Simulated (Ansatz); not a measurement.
## Response to strain in ZnS

Start from ZnS in the wurtzite structure (space group P6_3mc, No. 186).

```yaml
crystal:
  lattice:
    - [3.84514, 0.00000, 0.00000]
    - [-1.92257, 3.32999, 0.00000]
    - [0.00000, 0.00000, 6.30573]
  atoms:
    - { symbol: Zn, position: [0.66667, 0.33333, 0.99985] }
    - { symbol: Zn, position: [0.33333, 0.66667, 0.49985] }
    - { symbol: S, position: [0.66667, 0.33333, 0.62535] }
    - { symbol: S, position: [0.33333, 0.66667, 0.12535] }
```

Strains are applied to the cell and any free atomic positions relax.

Method: DFT with PBE, PAW potentials and a 420 eV plane-wave cutoff in Ansatz (an electronic-structure program), without spin-orbit coupling, earlier PAW set.

```
isotropic strain (%)  band gap (eV)
--------------------  -------------
-2.71                          2.45
-2.62                          2.43
-1.24                             ?
0                              2.07
```

Task: Fit E_g = E₀ + Dε (ε in %) to the rows shown and predict the withheld row.

Result: Least squares on the printed values gives E₀ = 2.07 eV, D = -139 meV per % of strain (largest residual 0.00 eV); this predicts 2.24 eV, and the run gives 2.24 eV, in agreement.

Stability against distortions was not tested.
